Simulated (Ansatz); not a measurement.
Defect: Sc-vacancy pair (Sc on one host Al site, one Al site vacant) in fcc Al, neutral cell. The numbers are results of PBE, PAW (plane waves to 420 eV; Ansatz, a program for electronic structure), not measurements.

Settings: 32 host sites, the relaxed PBE lattice, a 4×4×4 k-point mesh shifted by half a step, smearing 0.10 eV, spin-restricted, no image-charge correction. Energies are static. Forms of the defect that were not tried may lie lower. The start lies 0.25 eV above the lowest site run (PBE).

Barriers: single points on a 6×6×6 k-point mesh shifted by half a step at the bands' geometries.

Relaxed starting cell (atoms counted from 1):

```xyz
31
Lattice="8.0839 0.0000 0.0000 0.0000 8.0839 0.0000 0.0000 0.0000 8.0839" Properties=species:S:1:pos:R:3 pbc="T T T"
Sc    -0.0060     0.0843     0.0979
Al    -0.0056     0.0550     3.9055
Al    -0.0064     3.8925     0.0689
Al    -0.0060     4.0201     4.0332
Al     4.0354    -0.0270    -0.0132
Al     4.0361    -0.0071     4.0787
Al     4.0357     4.0654     0.0067
Al     4.0362     4.0717     4.0852
Al    -0.0061     2.0263     6.0390
Al    -0.0060     6.0252     2.0390
Al    -0.0065     6.0575     6.0710
Al     4.0361     2.0537     2.0670
Al     4.0354     2.0270     6.0525
Al     4.0360     6.0392     2.0403
Al     4.0357     6.0690     6.0823
Al     2.0919     0.0091     2.0613
Al     2.0056     0.0048     6.0549
Al     1.9939     4.0138     2.0553
Al     2.0150     4.0557     6.0803
Al     5.9800     0.0087     2.0615
Al     6.0658     0.0051     6.0555
Al     6.0779     4.0145     2.0550
Al     6.0562     4.0553     6.0803
Al     2.0916     2.0484     0.0216
Al     1.9941     2.0421     4.0279
Al     2.0059     6.0423     0.0180
Al     2.0155     6.0667     4.0682
Al     5.9797     2.0479     0.0218
Al     6.0786     2.0417     4.0277
Al     6.0655     6.0425     0.0181
Al     6.0566     6.0670     4.0686
```

End state 1 differs by these moves (Å; atoms that move under 0.08 Å are left out):

```json
[
 {"atom": "1", "element": "Sc", "Δx": "0.00", "Δy": "-0.08", "Δz": "-0.08"},
 {"atom": "2", "element": "Al", "Δx": "0.00", "Δy": "-0.05", "Δz": "0.16"},
 {"atom": "3", "element": "Al", "Δx": "0.00", "Δy": "-1.80", "Δz": "1.95"},
 {"atom": "9", "element": "Al", "Δx": "0.00", "Δy": "0.07", "Δz": "0.06"},
 {"atom": "24", "element": "Al", "Δx": "-0.09", "Δy": "0.04", "Δz": "0.00"},
 {"atom": "28", "element": "Al", "Δx": "0.10", "Δy": "0.05", "Δz": "0.00"}
]
```

### Question
Estimate the forward and backward barriers to end state 1 that PBE, PAW returns for this input.

### Answer
forward 0.35 eV, backward 0.61 eV; at the saddle point atom 3 has neighbours 4 Al at 2.63, Al at 3.09, Al at 3.10, Al at 3.19; Sc at 3.11 Å. The saddle point's order was not checked, and it lies on a symmetry element of the cell, where a band can be held.

End state 2 differs by these moves (Å; atoms that move under 0.08 Å are left out):

```
atom  element     Δx     Δy     Δz
----  -------  -----  -----  -----
1          Sc  -0.02  -0.07  -0.06
2          Al   0.00  -0.05   0.15
3          Al  -0.02   0.16  -0.04
22         Al   1.97  -1.92   0.02
```

### Question
Predict the forward and backward barriers to end state 2 from PBE, PAW.

### Answer
forward 0.51 eV, backward 0.62 eV; at the saddle point atom 22 has neighbours 3 Al at 2.62, Al at 2.65, Al at 3.02, Al at 3.08, Al at 3.20, Al at 3.22 Å. The saddle point's order was not checked.
